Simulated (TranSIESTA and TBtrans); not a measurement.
System: Cu rod with one adsorbed H atom. Leads: fcc Cu rod along [100], layers of 5 and 4 atoms, a = 3.63 Å. Geometry: as built, not relaxed. Transport runs along z; the first 18 and the last 18 of the 73 atoms are the lead cells, repeated to infinity.

```xyz
73
Lattice="13.634 0.000 0.000 0.000 13.634 0.000 0.000 0.000 29.040" Properties=species:S:1:pos:R:3 pbc="F F T"
Cu     6.817     6.817     0.000
Cu     9.384     6.817     0.000
Cu     6.817     9.384     0.000
Cu     4.250     6.817     0.000
Cu     6.817     4.250     0.000
Cu     8.100     8.100     1.815
Cu     5.533     8.100     1.815
Cu     8.100     5.533     1.815
Cu     5.533     5.533     1.815
Cu     6.817     6.817     3.630
Cu     9.384     6.817     3.630
Cu     6.817     9.384     3.630
Cu     4.250     6.817     3.630
Cu     6.817     4.250     3.630
Cu     8.100     8.100     5.445
Cu     5.533     8.100     5.445
Cu     8.100     5.533     5.445
Cu     5.533     5.533     5.445
Cu     6.817     4.250     7.260
Cu     4.250     6.817     7.260
Cu     6.817     6.817     7.260
Cu     9.384     6.817     7.260
Cu     6.817     9.384     7.260
Cu     5.533     5.533     9.075
Cu     8.100     5.533     9.075
Cu     5.533     8.100     9.075
Cu     8.100     8.100     9.075
Cu     6.817     4.250    10.890
Cu     4.250     6.817    10.890
Cu     6.817     6.817    10.890
Cu     9.384     6.817    10.890
Cu     6.817     9.384    10.890
Cu     5.533     5.533    12.705
Cu     8.100     5.533    12.705
Cu     5.533     8.100    12.705
Cu     8.100     8.100    12.705
Cu     6.817     4.250    14.520
Cu     4.250     6.817    14.520
Cu     6.817     6.817    14.520
Cu     9.384     6.817    14.520
Cu     6.817     9.384    14.520
Cu     5.533     5.533    16.335
Cu     8.100     5.533    16.335
Cu     5.533     8.100    16.335
Cu     8.100     8.100    16.335
Cu     6.817     4.250    18.150
Cu     4.250     6.817    18.150
Cu     6.817     6.817    18.150
Cu     9.384     6.817    18.150
Cu     6.817     9.384    18.150
Cu     5.533     5.533    19.965
Cu     8.100     5.533    19.965
Cu     5.533     8.100    19.965
Cu     8.100     8.100    19.965
H      6.817     3.650    16.335
Cu     6.817     6.817    21.780
Cu     9.384     6.817    21.780
Cu     6.817     9.384    21.780
Cu     4.250     6.817    21.780
Cu     6.817     4.250    21.780
Cu     8.100     8.100    23.595
Cu     5.533     8.100    23.595
Cu     8.100     5.533    23.595
Cu     5.533     5.533    23.595
Cu     6.817     6.817    25.410
Cu     9.384     6.817    25.410
Cu     6.817     9.384    25.410
Cu     4.250     6.817    25.410
Cu     6.817     4.250    25.410
Cu     8.100     8.100    27.225
Cu     5.533     8.100    27.225
Cu     8.100     5.533    27.225
Cu     5.533     5.533    27.225
```

Run with TranSIESTA and TBtrans (open boundaries, self-consistent; PseudoDojo norm-conserving potentials, scalar-relativistic): PAO.BasisSize SZP, PAO.EnergyShift 0.15 eV, XC.Authors PBE, Mesh.Cutoff 150 Ry, ElectronicTemperature 300 K, TS.Voltage 0.0 eV, TBT.Elecs.Eta 0.001 eV, no spin polarisation.

Energies count from the leads' Fermi level. Transmissions are for one spin of a degenerate pair. The energy step is 0.02 eV; narrower resonances are cut or missed.

```csv
E (eV),T
-0.20,2.28
-0.16,2.90
-0.12,4.00
-0.08,4.04
-0.04,4.17
0.00,4.54
0.04,5.10
0.08,5.16
0.12,5.18
0.16,5.18
0.20,5.18
```

Q: Give the zero-bias conductance in μS and the resistance at 300 K.

A: At the Fermi level T = 4.54. Averaged with −∂f/∂E over the full grid (kT = 25.9 meV) it is 4.60. With G0 = 2e²/h = 77.48 μS, G = 356 μS and R = 1/G = 2.81 kΩ.

Q: Estimate the thermopower by Mott's formula S = −(π²/3)(kB²T/e) d ln T/dE from the rows at -0.04 and 0.04 eV.

A: d ln T/dE = 2.52 eV⁻¹ and (π²/3) kB²T/e = 7.33 μV/K · eV, so S = -18 μV/K; the full integral gives -13 μV/K, far from the estimate, as ln T isn't straight over a few kT. A negative sign means that T rises with energy over the thermal window.

Q: Estimate the current at 0.2 V in linear response, and compare with the self-consistent run.

A: I = G V = 356 μS × 0.2 V = 71.2 μA; the self-consistent run gives 65.0 μA, 0.91 of it. Linear response leaves out the change of T over the bias window and the shift of levels under bias.

The leads' channel count changes near 0.01 eV, within the thermal window, so values at the Fermi level hang on where that band edge falls.
